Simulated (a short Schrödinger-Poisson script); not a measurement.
**MOS inversion layer, Al2O3 on p-type Si(100)**

Structure: MOS inversion layer, Al2O3 on p-type Si(100), at 300 K.

```tsv
layer	material	thickness (nm)	Na (cm⁻³)
1	Al2O3	1.5	-
2	Si	980	1.9e17
```

The device is made up for the run: typed textbook-type constants, with dimensions and the other settings drawn at random. Al2O3: permittivity 9, conduction-band edge (eV) 2.7, gap (eV) 6.8, electron mass (mₑ) 0.3. Si: permittivity 11.7, conduction-band edge (eV) 0, gap (eV) 1.124, Nv at 300 K (cm⁻³) 3.1e19.

Channel valleys (confinement mass, in-plane density-of-states mass, number): Δ2 0.916, 0.19, 2; Δ4 0.19, 0.417, 4. At the gate the conduction-band edge of layer 1 lies 2.71 eV − eVg above the Fermi level of the channel; the field vanishes at the back. Gaps are held at their typed values at every temperature. Mesh 0.03 nm at interfaces.

Solved with a short Schrödinger-Poisson script written for these runs: 1D Poisson equation in equilibrium, electrons quantum, Hartree (BenDaniel-Duke, 12 states a valley, the channel's in-plane mass for all, wave functions ending at the dielectric), parabolic valleys, classical holes, full ionisation, no traps, pinning or gate leakage.

```tsv
Vg (V)	electrons (cm⁻²)	C (μF/cm²)	Δ2 E0 (meV)	Δ2 E1 (meV)	Δ4 E0 (meV)	Δ4 E1 (meV)
-0.25	9.35e6	0.149	357.2	400.1	396.8	467.5
-0.15	3.44e8	0.142	262.7	307.8	304.3	378.6
-0.05	1.26e10	0.200	168.5	215.6	211.9	289.6
0.05	2.76e11	1.10	86.6	137.2	133.4	214.8
0.15	1.31e12	2.17	41.5	99.6	95.9	181.8
0.25	2.83e12	2.66	15.9	82.7	79.2	169.0
0.35	4.57e12	2.92	-2.5	72.7	69.3	162.4
0.45	6.45e12	3.09	-17.7	65.6	62.3	158.3
0.55	8.41e12	3.21	-31.1	60.0	56.8	155.4
0.65	1.04e13	3.29	-43.4	55.2	52.1	153.1
0.75	1.25e13	3.36	-55.2	50.9	47.9	151.3
```

Subbands count from the Fermi level.
